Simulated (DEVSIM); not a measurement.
# abrupt Si n-p junction

Device: abrupt Si n-p junction, at 300 K.

```csv
layer (left to right),material,thickness (μm),Nd (cm⁻³),Na (cm⁻³),τn (s),τp (s)
1,Si,6.20,6.7e16,-,4.3e-5,4.3e-5
2,Si,6.20,-,6.3e14,4.3e-5,4.3e-5
```

Left contact: ohmic. Right contact: ohmic. Voltage is applied to the left contact. Recombination: SRH at mid-gap, radiative, Auger. Gap narrowing is on: ΔEg = 6.92 meV × (l + √(l² + 0.5)), l = ln(N/1.3e17 cm⁻³), shared equally by both band edges. Mobility is μmin + (μ − μmin)/(1 + (N/Nref)^α).

The device is made up for the run: typed textbook-type constants, with dimensions and the other settings drawn at random. Values at 300 K.

| parameter | Si |
|---|---|
| gap (eV) | 1.124 |
| affinity (eV) | 4.05 |
| permittivity | 11.7 |
| Nc (cm⁻³) | 2.86e19 |
| Nv (cm⁻³) | 3.1e19 |
| μn (cm²/Vs) | 1417 |
| μp (cm²/Vs) | 470 |
| μn,min | 52 |
| μp,min | 45 |
| Nref,n | 9.7e16 |
| Nref,p | 2.2e17 |
| αn | 0.68 |
| αp | 0.72 |
| B (cm³/s) | 4.7e-15 |
| Cn (cm⁶/s) | 2.8e-31 |
| Cp (cm⁶/s) | 9.9e-32 |

DEVSIM, 1D drift-diffusion, Boltzmann statistics, complete ionisation; no tunnelling, impact ionisation, image-force lowering or self-heating.

```json
{
  "potential_step_across_the_device_at_zero_bias": "0.687 V",
  "largest_field_in_the_device_at_zero_bias": "17000 V/cm",
  "Dark forward voltage at 1 A/cm²": "0.523 V",
  "Dark forward voltage at 100 A/cm²": "0.697 V"
}
```

Dark reverse current:

| V (V) | J (A/cm²) |
|---|---|
| 0.40 | 3.2e-9 |
| 1.00 | 4.3e-9 |
| 2.00 | 5.7e-9 |
| 3.00 | 6.9e-9 |
| 4.00 | 8.0e-9 |
| 6.00 | 1.0e-8 |
| 8.00 | 1.2e-8 |
| 10.00 | 1.5e-8 |
| 13.00 | 2.1e-8 |
| 16.00 | 3.7e-8 |
| 20.00 | 1.7e-7 |

Small-signal capacitance in reverse bias (quasi-static):

| V (V) | C (nF/cm²) |
|---|---|
| 0.4 | 7.16 |
| 1 | 5.66 |
| 2 | 4.44 |
| 3 | 3.78 |
| 4 | 3.34 |
| 6 | 2.79 |
| 8 | 2.45 |
| 10 | 2.21 |
| 13 | 1.95 |
| 16 | 1.77 |
| 20 | 1.66 |
